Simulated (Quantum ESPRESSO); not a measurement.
Equation of state of fcc Au (space group 225): energy against volume (Quantum ESPRESSO, PBE)

```xyz
1
Lattice="0.0000 2.0037 2.0037 2.0037 0.0000 2.0037 2.0037 2.0037 0.0000" Properties=species:S:1:pos:R:3 pbc="T T T"
Au     0.0000     0.0000     0.0000
```

Method: PBE, PSlibrary PAW (PBE) pseudopotentials (plane waves; Quantum ESPRESSO). Settings: ecutwfc = 65 Ry; ecutrho = 585 Ry; occupations = smearing; smearing = fermi-dirac; degauss = 0.0036749 Ry; potentials = {Au: Au.pbe-n-kjpaw_psl.1.0.0.UPF}; K_POINTS = automatic 25 25 25 0 0 0; conv_thr = 1e-10 Ry. The cell above is the first row's. The rows scale it uniformly. In all rows the k mesh is held. E is the free energy at the stated smearing, counted from the lowest row.

| V (Å^3/atom) | E (meV/atom) |
|---|---|
| 16.090 | 119.64 |
| 16.439 | 76.56 |
| 16.789 | 44.39 |
| 17.139 | 21.78 |
| 17.489 | 7.52 |
| 17.838 | 0.56 |
| 18.188 | 0.00 |
| 18.538 | 5.02 |
| 18.888 | ? |

Fit E of the 8 rows that show it with the third-order Birch-Murnaghan form, a cubic in V^(-2/3). With u = V^(-2/3) - 0.150, the rows have u = 0.006902, 0.004674, 0.002516, 0.000433, -0.001581, -0.003523, -0.005408, -0.007234. Least squares gives E = 18.074 + 8115.28·u + 915039·u² + 5925169·u³. Residuals (row less fit): 0.016, -0.040, 0.011, 0.020, 0.012, -0.022, -0.011, 0.010; standard error 0.028 (degrees of freedom: 4). Its minimum lies at u = -0.004644, so V0 = (0.145356)^(-3/2) = 18.04. There d²E/du² = 1665000 and d³E/du³ = 3.555e7, so B0 = (4/9) × 18.04^(-7/3) × 1665000 × 0.160218 = 139 GPa (the last factor turns the table's units into GPa), and B0' = 4 + (2/3) × 0.145356 × (3.555e7)/1665000 = 6.1. The program's pressures in the fitted runs (not shown) pass through zero at V = 18.04, 0.00 % from this V0.

Problem. Predict the withheld E at V = 18.888 from the fit, and compare with the calculation.

Solution. u = -0.009003, so E = 18.074 + 8115.28 × (-0.009003) + 915039 × (-0.009003)² + 5925169 × (-0.009003)³ = 14.856 meV/atom. The calculation gives 14.90 meV/atom, 0.044 meV/atom above the prediction (under 0.05 % of the range of E in the table). The row lies outside the fitted rows, so this is an extrapolation. From the scatter of the fitted rows alone, a prediction at this place has a standard error of 0.069 meV/atom, so the miss is 0.6 times that.

Carrying the step between the two nearest rows on in a straight line would have given 10.04, off by 4.86; series whose last step already gives the withheld value aren't shown. The scan was laid around a cell of about the measured size, scaled by a guess for this functional. Spin-orbit coupling is off. Cutoffs and mesh are single choices, not tested for convergence of this quantity. Series with a scatter that would blur these digits, or in which a gap closes, are not shown. Nor are scans whose minimum lies at an end fitted in this form.
